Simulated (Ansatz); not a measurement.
Data:

```
PtGe
1.0
    5.79933     0.00000     0.00000
    0.00000     3.73074     0.00000
    0.00000     0.00000     6.15748
Pt Ge
4 4
Direct
  0.99471   0.25000   0.19401
  0.49471   0.25000   0.30599
  0.00529   0.75000   0.80599
  0.50529   0.75000   0.69401
  0.18773   0.25000   0.58729
  0.68773   0.25000   0.91271
  0.81227   0.75000   0.41271
  0.31227   0.75000   0.08729
```

No spin polarisation.

Method: r2SCAN (Ansatz, a first-principles code; PAW; 500 eV plane waves; without spin-orbit coupling), earlier PAW set. Settings: 8×13×8 k-points, 0.05 eV Fermi–Dirac smearing.

Task: Predict the band gap, pressure and space group.

Result: 
* **Band gap**: zero
* **Pressure (mean of the normal stresses, compression positive)**: -2.2 GPa
* **Space group**: Pnma (No. 62)

The cells carry an imposed strain or load. No phonon test of stability was made. All final runs are without spin polarisation. The cell was made from PtGe (space group Pnma, No. 62) by this change: isotropic strain +0.48 %.
